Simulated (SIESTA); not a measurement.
SIESTA is run on Mg7Al (P-6m2, 8 atoms in the cell), and the run fails. The aim is a self-consistent single point with DFT, LDA PW92, numerical atomic orbitals TZP, PseudoDojo LDA standard norm-conserving potentials (rewritten from UPF to PSML).

Cell that was meant: a = 6.3107 Å, b = 6.3107 Å, c = 5.0840 Å, α = 90.00°, β = 90.00°, γ = 120.00°.

Part of the input:

```
OccupationMPOrder            1
ElectronicTemperature        0.2 eV

MaxSCFIterations             3
SCF.MustConverge             false
SCF.Mixer.Method             Pulay
SCF.Mixer.Weight             0.25
SCF.Mixer.History            6
```

Log, with long lists cut:

```
        iscf     Eharris(eV)        E_KS(eV)     FreeEng(eV)     dDmax    Ef(eV) dHmax(eV)
   scf:    1   -11331.362723   -11348.398308   -11348.401474  1.285418 -3.209304  4.297053
   scf:    2   -11349.636303   -11349.174139   -11349.180520  0.192229 -3.203488  2.595040
   scf:    3   -11349.369098   -11349.285810   -11349.291370  0.056428 -3.226946  1.360723
SCF_NOT_CONV: SCF did not converge  in maximum number of steps.
SCF_NOT_CONV: SCF did not converge  in maximum number of steps.
Geom step, scf iteration, dDmax, dHmax:    0     3      0.056428     0.100011
Geom step, scf iteration, dDmax, dHmax:    0     3      0.056428     0.100011

Using DM_out to compute the final energy and forces

   [... lines left out ...]
   Max    0.031037    constrained

Stress tensor Voigt[x,y,z,yz,xz,xy] (kbar):        9.55        9.55        6.87       -0.00        0.00       -0.00
(Free)E + p*V (eV/cell)   -11350.2386
Target enthalpy (eV/cell)   -11349.2914

siesta: Program's energy decomposition (eV):
siesta: FreeEng =    -11349.291370

siesta: Stress tensor (static) (eV/Ang**3):
siesta:     0.005960   -0.000000   -0.000000
siesta:    -0.000000    0.005960    0.000000
siesta:     0.000000   -0.000000    0.004286

siesta: Cell volume =        175.347515 Ang**3

siesta: Pressure (static):
siesta:                Solid            Molecule  Units
siesta:          -0.00005884         -0.00005468  Ry/Bohr**3
siesta:          -0.00540221         -0.00502033  eV/Ang**3
siesta:          -8.65528691         -8.04344963  kBar
```

**Question.** What caused this, and what should be changed?

**Answer.** The fault is an iteration limit that is too low, with the stop on failure switched off. The program then goes on with a density that is not self-consistent. To fix it, raise the limit and let the run stop on failure. The run ended unconverged after 3 iterations.

An input that runs soundly differs in these lines (not the only fix; some lines may just follow from the change or write a value another way):
```diff
-MaxSCFIterations             3
-SCF.MustConverge             false
+MaxSCFIterations             150
```

With that input, the run converged in 11 iterations: free energy E − TS -11349.3276 eV; Fermi level (on the code's own zero) -3.28 eV; pressure -1.32 GPa; largest force (vector length) 0.010 eV/Å (DFT, LDA PW92, numerical atomic orbitals TZP, PseudoDojo LDA standard norm-conserving potentials (rewritten from UPF to PSML)).

On the sound input: the starting cell comes from a database of computed structures (which also holds hypothetical and non-ambient phases and stackings), without a prior relaxation at this level. Its lattice was rescaled by a random factor within 2.5 % of one. Values carry the incompleteness of an atom-centred basis.
